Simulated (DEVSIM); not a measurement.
Structure: abrupt Si p-n junction, at 300 K.

```
layer (left to right)  material  thickness (μm)  Nd (cm⁻³)  Na (cm⁻³)  τn (s)  τp (s)
---------------------  --------  --------------  ---------  ---------  ------  ------
1                            Si            47.0          -     9.1e15  2.1e-7  2.1e-7
2                            Si            12.0     1.1e16          -  2.1e-7  2.1e-7
```

Left contact: ohmic. Right contact: ohmic. Voltage is applied to the left contact. Recombination: SRH at mid-gap, radiative. Mobility is μmin + (μ − μmin)/(1 + (N/Nref)^α).

Constants are typed, rounded textbook-type inputs, not results; the design itself was drawn at random and stands for no fabricated device. Values at 300 K.

| parameter | Si |
|---|---|
| gap (eV) | 1.124 |
| affinity (eV) | 4.05 |
| permittivity | 11.7 |
| Nc (cm⁻³) | 2.86e19 |
| Nv (cm⁻³) | 3.1e19 |
| μn (cm²/Vs) | 1417 |
| μp (cm²/Vs) | 470 |
| μn,min | 52 |
| μp,min | 45 |
| Nref,n | 9.7e16 |
| Nref,p | 2.2e17 |
| αn | 0.68 |
| αp | 0.72 |
| B (cm³/s) | 4.7e-15 |

Model (solved in DEVSIM): 1D drift-diffusion, Boltzmann statistics, complete ionisation; no tunnelling, impact ionisation, image-force lowering or self-heating.

The thickness of layer 2 was swept, all else fixed.

| thickness of layer 2 (μm) | dark forward voltage at 1 A/cm² (V) | dark forward voltage at 100 A/cm² (V) |
|---|---|---|
| 2.4 | 0.600 | 0.992 |
| 4.2 | 0.611 | 0.966 |
| 7.2 | 0.618 | 0.951 |
| 12 | 0.623 | 0.948 |
| 20 | 0.626 | 0.959 |
| 36 | 0.628 | 0.999 |
| 60 | 0.629 | 1.080 |

From the first row to the last the dark forward voltage at 1 A/cm² goes from 0.600 to 0.629. From the first row to the last the dark forward voltage at 100 A/cm² goes from 0.992 to 1.080.
